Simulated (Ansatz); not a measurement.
Levels about the gap of amorphous In$_{9}$Ga$_{9}$Zn$_{9}$O$_{39}$Mo (67 atoms in a cell of 851 Å³, 5.79 g/cm³; zone centre alone, so wide bands show as single levels with stretches between that a denser mesh fills), at the geometry that PBE relaxed, where it gives 2.2 GPa on a denser mesh. The participation number counts the atoms over which a state spreads; weights are charges in smoothed Voronoi cells. The levels come from a single point, so bond lengths are those of that geometry. Method of the levels: PBE, scalar-relativistic without spin-orbit coupling (Ansatz, a program for electronic structure). Sampling: the zone centre alone; Fermi-Dirac width 0.02 eV; no spin polarisation. At PBE the levels at the filled edge of the gap are localised (band-tail or defect states), and the nearest spread-out levels lie 1.2 eV apart at the zone centre.

Preparation: random packing, a CHGNet melt and quench, and a DFT relaxation. O atoms were pushed apart under 1.9 Å during the dynamics, to hinder bonds among them. The hot cell started wider than the set density and was brought back towards it in steps. It is the lowest in DFT energy of 2 quenches. It is a model cell: composition and starting density were chosen by hand, and all elements were melted together. No dispersion term was used. Its density started from a set value of 5.79 and ended at 5.79 g/cm³. The simulated quench (nominally 260 K/ps over its main leg) is rapid and tends to freeze in more defects than a deposited or slowly cooled glass has. One small periodic cell is one sample of the glass; other quenches scatter about these values. The volume was held where the preparation left it and the shape relaxed, at a PBE pressure of 2.2 GPa. Stress components on the final sampling reach 2.3 GPa.

```tsv
E - E(highest filled), eV	filling	participation number	largest on	weight O	weight Mo	weight In	weight Zn
-0.75	filled	17.1	O, 3 neighbours	0.84	0.00	0.01	0.13
-0.68	filled	19.4	O, 3 neighbours	0.89	0.00	0.02	0.07
-0.67	filled	11.2	O, 3 neighbours	0.88	0.00	0.01	0.08
-0.60	filled	14.9	O, 3 neighbours	0.88	0.00	0.03	0.08
-0.54	filled	15.2	O, 3 neighbours	0.91	0.00	0.03	0.05
-0.43	filled	6.4	O, 3 neighbours	0.81	0.00	0.02	0.15
0.00	filled	6.5	O, 3 neighbours	0.80	0.00	0.01	0.17
0.70	empty	60.4	In, 5 neighbours	0.51	0.01	0.21	0.14
2.30	empty	3.3	Mo, 5 neighbours	0.40	0.52	0.03	0.04
2.38	empty	3.3	Mo, 5 neighbours	0.42	0.51	0.02	0.03
3.06	empty	21.7	Mo, 5 neighbours	0.52	0.15	0.21	0.07
3.34	empty	7.1	Mo, 5 neighbours	0.49	0.34	0.11	0.03
3.44	empty	42.5	In, 5 neighbours	0.59	0.02	0.24	0.08
3.65	empty	30.4	In, 5 neighbours	0.57	0.05	0.27	0.06
```

Most localised among these is the empty level at +2.30 eV, on a Mo atom, which has 5 neighbours (O 1.76 Å, O 1.77 Å, O 1.87 Å, O 1.90 Å, O 2.04 Å).
